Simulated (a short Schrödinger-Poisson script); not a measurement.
MOS inversion layer, SiO2 on p-type Si(100)

System: MOS inversion layer, SiO2 on p-type Si(100), at 300 K.

```tsv
layer	material	thickness (nm)	Na (cm⁻³)
1	SiO2	2.6	-
2	Si	200	1.2e18
```

Constants are typed, rounded textbook-type inputs, not results; the design itself was drawn at random and stands for no fabricated device. SiO2: permittivity 3.9, conduction-band edge (eV) 3.15, gap (eV) 9, electron mass (mₑ) 0.5. Si: permittivity 11.7, conduction-band edge (eV) 0, gap (eV) 1.124, Nv at 300 K (cm⁻³) 3.1e19.

Channel valleys (confinement mass, in-plane density-of-states mass, number): Δ2 0.916, 0.19, 2; Δ4 0.19, 0.417, 4. At the gate the conduction-band edge of layer 1 lies 3.49 eV − eVg above the Fermi level of the channel; the field vanishes at the back. Gaps are held at their typed values at every temperature. Mesh 0.03 nm at interfaces.

From a short Schrödinger-Poisson script (our own, NumPy): 1D Poisson equation in equilibrium, electrons quantum, Hartree (BenDaniel-Duke, 12 states a valley, the channel's in-plane mass for all, wave functions free to enter the dielectric), parabolic valleys, classical holes, full ionisation, no traps, pinning or gate leakage.

| Vg (V) | electrons (cm⁻²) | C (μF/cm²) | Δ2 E0 (meV) | Δ2 E1 (meV) | Δ4 E0 (meV) | Δ4 E1 (meV) |
|---|---|---|---|---|---|---|
| 0.7 | 1.69e9 | 0.270 | 210.6 | 297.4 | 273.6 | 415.9 |
| 0.9 | 2.43e11 | 0.706 | 80.7 | 172.8 | 147.2 | 297.8 |
| 1.1 | 1.30e12 | 1.02 | 34.5 | 131.7 | 104.4 | 259.7 |
| 1.3 | 2.61e12 | 1.10 | 13.1 | 115.4 | 86.5 | 245.1 |
| 1.5 | 3.99e12 | 1.13 | -1.4 | 105.6 | 75.2 | 236.8 |
| 1.7 | 5.40e12 | 1.15 | -12.9 | 98.8 | 66.8 | 231.2 |
| 1.9 | 6.83e12 | 1.16 | -22.7 | 93.6 | 60.0 | 227.1 |
| 2.1 | 8.28e12 | 1.17 | -31.4 | 89.4 | 54.1 | 223.9 |
| 2.3 | 9.75e12 | 1.18 | -39.4 | 85.9 | 48.9 | 221.3 |
| 2.5 | 1.12e13 | 1.18 | -46.8 | 82.9 | 44.2 | 219.2 |
| 2.7 | 1.27e13 | 1.19 | -53.8 | 80.3 | 39.9 | 217.5 |

Subbands count from the Fermi level.
